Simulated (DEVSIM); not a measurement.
System: Ni/Al2O3/SiO2/p-Si capacitor, at 300 K.

```tsv
layer (left to right)	material	thickness (nm)	Na (cm⁻³)
1	Al2O3	7.80	-
2	SiO2	1.00	-
3	Si	4100	2e16
```

Metal gate on the left, work function 5.1 eV. Fixed charge at the semiconductor interface -8.2e10 cm⁻² (in units of +e); no interface traps.

This is a model device: material constants are rounded textbook-type values typed into the input, and sizes, dopings and lifetimes were drawn at random. Values at 300 K; Nc and Nv go as T^1.5, mobilities as T to minus their exponent, the gap by Varshni's rule with the affinity fixed.

| parameter | Al2O3 | SiO2 | Si |
|---|---|---|---|
| gap (eV) | 6.8 | 9 | 1.124 |
| affinity (eV) | 1.35 | 0.9 | 4.05 |
| permittivity | 9 | 3.9 | 11.7 |
| Nc (cm⁻³) | - | - | 2.86e19 |
| Nv (cm⁻³) | - | - | 3.1e19 |
| Varshni α (eV/K) | - | - | 0.000473 |
| Varshni β (K) | - | - | 636 |

Model (solved in DEVSIM): 1D Poisson equation in equilibrium, Boltzmann statistics, complete ionisation; no quantum confinement or tunnelling. Metal contacts follow the ideal Schottky-Mott rule: no Fermi-level pinning, no interface dipoles.

Base results: capacitance of the dielectric stack (μF/cm²) 0.788; threshold voltage (band bending 2φF) (V) 0.97; flat-band voltage (V) 0.13; minimum of the low-frequency capacitance (μF/cm²) 0.0508.

Problem. What follows from this one change: fixed charge -8.2e+10 → 1.748e+12 cm^-2?

Solution. capacitance of the dielectric stack little changed (0.788 μF/cm²); threshold voltage (band bending 2φF) 0.97 → 0.60 V; flat-band voltage 0.13 → -0.24 V; minimum of the low-frequency capacitance 0.0508 → 0.0496 μF/cm².

Problem. What follows from this one change: Al2O3 thickness 0.0078 → 0.0055 μm?

Solution. capacitance of the dielectric stack 0.788 → 1.02 μF/cm²; threshold voltage (band bending 2φF) 0.97 → 0.94 V; flat-band voltage little changed (0.13 V); minimum of the low-frequency capacitance little changed (0.0509 μF/cm²).

Problem. What follows from this one change: interface trap density 0 → 2e+12 cm^-2 eV^-1?

Solution. capacitance of the dielectric stack little changed (0.788 μF/cm²); threshold voltage (band bending 2φF) 0.97 → 1.12 V; flat-band voltage 0.13 → -0.02 V; minimum of the low-frequency capacitance 0.0508 → 0.253 μF/cm².

Problem. What follows from this one change: temperature 300 → 450 K?

Solution. capacitance of the dielectric stack little changed (0.788 μF/cm²); threshold voltage (band bending 2φF) 0.97 → 0.83 V; flat-band voltage 0.13 → 0.29 V; minimum of the low-frequency capacitance 0.0508 → 0.0696 μF/cm².

Problem. What follows from this one change: gate work function 5.1 → 4.95 eV?

Solution. capacitance of the dielectric stack little changed (0.788 μF/cm²); threshold voltage (band bending 2φF) 0.97 → 0.82 V; flat-band voltage 0.13 → -0.02 V; minimum of the low-frequency capacitance 0.0508 → 0.0495 μF/cm².
